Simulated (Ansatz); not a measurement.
Start from Hf in the hcp (Mg type) structure (space group P6_3/mmc, No. 194; a = 3.198 Å, c = 5.049 Å; relaxed with 0.1 eV smearing). Axes: x lies along a and z along c of the hexagonal cell.

The values are results of DFT with r2SCAN, PAW potentials and a 500 eV plane-wave cutoff in Ansatz (a first-principles code), no SOC, not measurements.

Now apply this change: the cell is stretched by 2.00 % along z with no lateral relaxation, atoms relaxed at fixed cell.

**Question.** Predict the stress tensor and what it implies for the stiffness.

**Answer.** Stress of the strained cell less that of the base (GPa, compression positive):
```
   -1.2     0.0     0.0
    0.0    -1.2     0.0
    0.0     0.0    -3.9
```

Then −Δσ_ii/ε with ε = 0.0200 gives secant stiffness values (nonlinear terms included at this strain): C33 ≈ 195 GPa, C13 ≈ 62 GPa and C23 ≈ 62 GPa.

As a check, the harmonic strain energy −½ V₀ Δσ:ε is 5.4 meV/atom; the computed energy rise is 5.5 meV/atom.

Whether these cells are dynamically stable was not tested. All final runs are without spin polarisation.
